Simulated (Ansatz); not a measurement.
Seebeck coefficient (μV/K, mean over directions) of n-type C3N4 (R3m) against carrier density, PBEsol+D3BJ, rigid bands (Ansatz, a program for electronic structure). Computed gap 1.14 eV; densities at which minority carriers matter at this gap, or further valleys turn the trend, are left out. Conductivity mass 0.85 mₑ (harmonic mean over directions), N_c = 5.2e19 cm⁻³ at 300 K.

```json
[
 {"electron density": "1e16 cm⁻³", "300 K": "-950", "500 K": "-1018"},
 {"electron density": "1e17 cm⁻³", "300 K": "-751", "500 K": "-819"},
 {"electron density": "1e18 cm⁻³", "300 K": "-553", "500 K": "-621"},
 {"electron density": "3e18 cm⁻³", "300 K": "-459", "500 K": "-526"},
 {"electron density": "1e19 cm⁻³", "300 K": "-356", "500 K": "-423"},
 {"electron density": "3e19 cm⁻³", "300 K": "(withheld)", "500 K": "(withheld)"},
 {"electron density": "1e20 cm⁻³", "300 K": "-171", "500 K": "-231"},
 {"electron density": "3e20 cm⁻³", "300 K": "-100", "500 K": "-150"},
 {"electron density": "1e21 cm⁻³", "300 K": "-50", "500 K": "(withheld)"}
]
```

Task: What belongs in the gaps?

Result: 
- 3e19 cm⁻³, 300 K: -265
- 3e19 cm⁻³, 500 K: -330
- 1e21 cm⁻³, 500 K: -81

Rigid bands with a gap fixed in temperature, one relaxation time for all states, no polarons or phonon drag, and whether or not such doping can be reached. Spin-orbit coupling is left out. Geometry: cell and atoms relaxed with PBEsol+D3(BJ).

Computed structure with no diffraction record at hand here (it may be known, metastable or hypothetical): C3N4 (R3m). PBEsol with a dispersion correction tends to overbind, so the cell can be several per cent short, in bad cases over ten, which usually narrows a gap: C3N4 (R3m).
